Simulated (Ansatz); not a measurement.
# CaS under a change: isotropic strain +2.50 %

Base system: CaS in the rock salt structure (space group Fm-3m, No. 225; a = 5.7120 Å).

One thing is altered: an isotropic linear strain of +2.50 %; the atoms relax in the strained cell.

Computed with plane-wave PAW DFT at the PBE level (Ansatz, a quantum-chemistry and plane-wave program, 420 eV), spin-orbit coupling left out. k-mesh 10×10×10 (Γ-centred); smearing 0.05 eV (Fermi–Dirac).

```csv
quantity,base,changed,shift
volume per atom,23.30 Å³,25.09 Å³,+1.79 Å³
space group,Fm-3m (No. 225),Fm-3m (No. 225),–
shortest interatomic distance,2.856 Å,2.927 Å,+0.071 Å
energy relative to the base (free energy F),0 meV/atom,+22 meV/atom,+22 meV/atom
pressure,-0.01 GPa,-3.63 GPa,-3.62 GPa
band gap,2.38 eV,2.52 eV,+0.14 eV
gap character,"indirect, Γ → X","indirect, Γ → X",–
smallest direct gap,3.18 eV,3.27 eV,+0.09 eV
mean gap deformation potential ΔEg/Δln V,–,+1.9 eV,–
electron mass,"1.4 mₑ along k, 0.31 mₑ across (at X)","1.5 mₑ along k, 0.34 mₑ across (at X)",–
"valley order (the lowest conduction-band minima on the path, energy above the VBM, named in the base's zone)",X along ⟨100⟩ 2.38 eV; Γ 4.10 eV,X along ⟨100⟩ 2.52 eV; Γ 3.66 eV,–
```

Final structure:

```xyz
2
Lattice="0.0000 2.9274 2.9274 2.9274 0.0000 2.9274 2.9274 2.9274 0.0000" Properties=species:S:1:pos:R:3 pbc="T T T"
Ca     0.0000     0.0000     0.0000
S      2.9274     2.9274     2.9274
```

Cost of the whole job for the changed cell (relaxation, final SCF and bands): around 3 core-seconds (rough).

Effective masses come from finite differences of ±0.01 Å⁻¹. Along k means along the line from Γ to the band edge. Whether these cells are dynamically stable was not tested.
